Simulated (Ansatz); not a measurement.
Start from NaF in the rock salt structure (space group Fm-3m, No. 225; a = 4.702 Å).

Computed with plane-wave PAW DFT at the PBE level (Ansatz, an electronic-structure program, 420 eV), no spin-orbit coupling.

Before the change:

```
Quantity                  Value
---------------  --------------
Volume per atom        12.99 Å³
Gap character       direct at Γ
Electron mass    0.56 mₑ (at Γ)
Band gap                6.09 eV
```

The change: a negative pressure, −1 GPa.

Problem. How does this affect the volume per atom?

Solution. The volume per atom grows by 0.31 Å³ to 13.30 Å³.

Problem. Predict the new gap character.

Solution. The gap character stays direct at Γ.

Problem. What happens to the electron mass?

Solution. The electron mass becomes 0.57 mₑ (at Γ) (base: 0.56 mₑ (at Γ)).

Problem. Predict the new band gap.

Solution. The band gap falls by 0.12 eV (6.09 eV → 5.97 eV).

Load acts through the strain it causes; cell and atoms are relaxed under it. Masses are band curvatures over ±0.01 Å⁻¹ around the edge. Stability against distortions was not tested.
